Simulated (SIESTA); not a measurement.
A self-consistent single point of Sn (I4/mmm, 1 atom in the cell) with SIESTA

Computed with LDA PW92, numerical atomic orbitals TZP, PseudoDojo LDA standard norm-conserving potentials (rewritten from UPF to PSML) run with SIESTA 5.4.2.

Input as run:

```
# files in the folder: Sn.psml (PseudoDojo LDA standard)
SystemName  Sn
SystemLabel sn

NumberOfAtoms                1
NumberOfSpecies              1
%block ChemicalSpeciesLabel
  1 50 Sn
%endblock ChemicalSpeciesLabel
LatticeConstant              1.0 Ang
%block LatticeVectors
    -2.023102000    2.023102000    1.655778000
     2.023102000   -2.023102000    1.655778000
     2.023102000    2.023102000   -1.655778000
%endblock LatticeVectors
AtomicCoordinatesFormat      Ang
%block AtomicCoordinatesAndAtomicSpecies
     0.000000000    0.000000000    0.000000000  1
%endblock AtomicCoordinatesAndAtomicSpecies

XC.functional                LDA
XC.authors                   PW92
PAO.BasisSize                TZP
PAO.EnergyShift              0.01 Ry
MeshCutoff                   400 Ry
%block kgrid.MonkhorstPack
    9   0   0  0.0
    0   9   0  0.0
    0   0   9  0.0
%endblock kgrid.MonkhorstPack
OccupationFunction           MP
OccupationMPOrder            0
ElectronicTemperature        0.1 eV

MaxSCFIterations             150
SCF.Mixer.Method             Broyden
SCF.Mixer.Weight             0.25
SCF.Mixer.History            6
SCF.DM.Tolerance             1.0E-04
Diag.ParallelOverK           true
WriteForces                  true
```

Output (repeated stretches shortened):

```
reinit: Reading from file input.fdf

reinit: System Name: Sn
reinit: System Label: sn

coor:   Atomic-coordinates input format  =     Cartesian coordinates
coor:                                          (in Angstroms)

siesta: Atomic coordinates (Bohr) and species
siesta:      0.00000   0.00000   0.00000  1        1

siesta: System type = bulk

initatomlists: Number of atoms, orbitals, and projectors:      1    22    18

siesta: ******************** Simulation parameters ****************************
redata: Spin configuration                          = none
redata: Time-Reversal Symmetry                      = T
redata: Number of Atomic Species                    =        1
redata: Mesh Cutoff                                 =   400.0000 Ry
redata: Net charge of the system                    =     0.0000 |e|
redata: Min. number of SCF Iter                     =        0
redata: Max. number of SCF Iter                     =      150
redata: SCF convergence failure will abort job
redata: SCF mix quantity                            = Hamiltonian
redata: Mix DM or H after convergence               =   F
redata: Recompute H after scf cycle                 =   F
redata: Mix DM in first SCF step                    =   T
redata: No kicks to SCF
redata: DM Mixing Weight for Kicks                  =     0.5000
redata: Require Harris convergence for SCF          =   F
redata: Harris energy tolerance for SCF             =     0.000100 eV
redata: Require DM convergence for SCF              =   T
redata: DM tolerance for SCF                        =     0.000100
redata: Require EDM convergence for SCF             =   F
redata: EDM tolerance for SCF                       =     0.001000 eV
redata: Require H convergence for SCF               =   T
redata: Hamiltonian tolerance for SCF               =     0.001000 eV
redata: Require (free) Energy convergence for SCF   =   F
redata: (free) Energy tolerance for SCF             =     0.000100 eV
redata: Using DFT-D3 dispersion                     =   F
redata: Using Saved Data (generic)                  =   F
redata: Method of Calculation                       = Diagonalization
redata: Electronic Temperature                      =  1160.4518 K
redata: Number of TDED substeps                     =        3
redata: Dynamics option                             = Single-point calculation
redata: Save all siesta data in one NC              =   F
redata: ***********************************************************************

%block SCF.Mixers
  Broyden
%endblock SCF.Mixers

%block SCF.Mixer.Broyden
  # Mixing method
  method broyden

  # Mixing options
  weight 0.2500
  weight.linear 0.2500
  weight.prime 0.2500
  history 6
%endblock SCF.Mixer.Broyden

DM_history_depth set to one: no extrapolation allowed by default for geometry relaxation
Size of DM history Fstack: 1
Total number of electrons:    14.000000
Total ionic charge:    14.000000

* ProcessorY, Blocksize:    1  23

* Orbital distribution balance (max,min):    22    22

 Kpoints in:          405 . Kpoints trimmed:          365

siesta: k-grid: Number of k-points = 365
siesta: k-points from Monkhorst-Pack grid
siesta: k-cutoff (effective) =    14.876 Ang
siesta: k-point supercell and displacements
siesta: k-grid:     9     0     0      0.000
siesta: k-grid:     0     9     0      0.000
siesta: k-grid:     0     0     9      0.000

diag: Algorithm                                     = D&C
diag: Parallel over k                               =   F
diag: Use parallel 2D distribution                  =   F
diag: Parallel block-size                           = 23
diag: Parallel distribution                         =     1 x     1
diag: Used triangular part                          = Lower
diag: Absolute tolerance                            =  0.100E-15
diag: Orthogonalization factor                      =  0.100E-05
diag: Memory factor                                 =  1.0000

superc: Internal auxiliary supercell:     9 x     9 x     5  =     405
superc: Number of atoms, orbitals, and projectors:    405   8910   7290

                        Single-point calculation

superc: Internal auxiliary supercell:     9 x     9 x     5  =     405
superc: Number of atoms, orbitals, and projectors:    405   8910   7290

outcell: Unit cell vectors (Ang):
       -2.023102    2.023102    1.655778
        2.023102   -2.023102    1.655778
        2.023102    2.023102   -1.655778

outcell: Cell vector modules (Ang)   :    3.305675    3.305675    3.305675
outcell: Cell angles (23,13,12) (deg):    104.5302    104.5302    119.8823
outcell: Cell volume (Ang**3)        :     27.1080
new_DM -- step:     1
Initializing Density Matrix...

Attempting to read DM from file... Failed...
DM filled with atomic data:

InitMesh: MESH = 36 x 36 x 40 = 51840
InitMesh: Mesh cutoff (required, used) =   400.000   437.564 Ry

stepf: Methfessel-Paxton step function
       Using Hermite-Gauss polynomials of order  0

        iscf     Eharris(eV)        E_KS(eV)     FreeEng(eV)     dDmax    Ef(eV) dHmax(eV)
   scf:    1    -2137.577957    -2137.274442    -2137.277024  1.140194 -3.601897  2.955745
   scf:    2    -2137.428510    -2137.353918    -2137.356301  0.077968 -3.660936  1.918183
   scf:    3    -2137.450384    -2137.409475    -2137.411756  0.111586 -3.776491  0.041225
   scf:    4    -2137.409496    -2137.409488    -2137.411776  0.001992 -3.779537  0.003057
   scf:    5    -2137.409473    -2137.409481    -2137.411777  0.000536 -3.780457  0.005520
   scf:    6    -2137.409471    -2137.409476    -2137.411778  0.000191 -3.780784  0.003037
   scf:    7    -2137.409470    -2137.409473    -2137.411778  0.000103 -3.780983  0.001659
   scf:    8    -2137.409470    -2137.409471    -2137.411778  0.000064 -3.781044  0.000294

SCF Convergence by DM+H criterion
max |DM_out - DM_in|         :     0.0000637493
max |H_out - H_in|      (eV) :     0.0002942663
SCF cycle converged after 8 iterations

Using DM_out to compute the final energy and forces

siesta: E_KS(eV) =            -2137.4095

siesta: E_KS - E_eggbox =     -2137.4095

siesta: Atomic forces (eV/Ang):
     1   -0.000000   -0.000000    0.000000
   Tot   -0.000000   -0.000000    0.000000
   Max    0.000000
   Res    0.000000    sqrt( Sum f_i^2 / 3N )
   Max    0.000000    constrained

Stress tensor Voigt[x,y,z,yz,xz,xy] (kbar):       32.05       32.05       -2.07       -0.03       -0.03        0.04
(Free)E + p*V (eV/cell)    -2137.7616
Target enthalpy (eV/cell)    -2137.4118

siesta: Program's energy decomposition (eV):
siesta: Ebs     =      -285.153941
siesta: Eions   =      2349.836929
siesta: Ena     =       123.682455
siesta: Ekin    =      1266.956077
siesta: Enl     =      -600.048425
siesta: Eso     =         0.000000
siesta: Edftu   =         0.000000
siesta: DEna    =        11.249643
siesta: DUscf   =         0.279255
siesta: DUext   =         0.000000
siesta: Ex      =      -542.961789
siesta: Ec      =       -46.729758
siesta: Exc     =      -589.691548
siesta: Eharris =     -2137.409470
siesta: Etot    =     -2137.409471
siesta: FreeEng =     -2137.411778

siesta: Stress tensor (static) (eV/Ang**3):
siesta:     0.020002    0.000028   -0.000022
siesta:     0.000028    0.020002   -0.000022
siesta:    -0.000022   -0.000022   -0.001294

siesta: Cell volume =         27.108011 Ang**3

siesta: Pressure (static):
siesta:                Solid            Molecule  Units
siesta:          -0.00014053         -0.00014053  Ry/Bohr**3
siesta:          -0.01290312         -0.01290312  eV/Ang**3
siesta:         -20.67308147        -20.67308147  kBar
```

The run converged in 8 iterations.

The starting cell comes from a database of computed structures (which also holds hypothetical and non-ambient phases and stackings), without a prior relaxation at this level. Its lattice was rescaled by up to half a per cent. Values carry the incompleteness of an atom-centred basis.
